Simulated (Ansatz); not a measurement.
Base system: Cu in the fcc (Cu type) structure (space group Fm-3m, No. 225; a = 3.564 Å; relaxed with 0.1 eV smearing). Axes: x, y, z lie along the cube axes.

Method: plane-wave PAW DFT at the PBEsol level (Ansatz, a first-principles code, 420 eV), spin-orbit coupling left out.

Before the change:

* **Shortest interatomic distance**: 2.520 Å

One thing is altered: the cell is compressed by 1.00 % along z with no lateral relaxation; the atoms relax in the strained cell.

Task: What happens to the energy relative to the base?

Result: The energy rises by 0.7 meV/atom.

Task: What does the calculation give for the shortest interatomic distance after the change?

Result: The shortest interatomic distance decreases by 0.013 Å, from 2.520 Å to 2.507 Å.

Task: What happens to the stress?

Result: The stress (xx, yy, zz, yz, xz, xy; compression positive) amounts to (1.5, 1.5, 2.1, 0.0, 0.0, 0.0) GPa.

No phonon test of stability was made. All final runs are without spin polarisation.
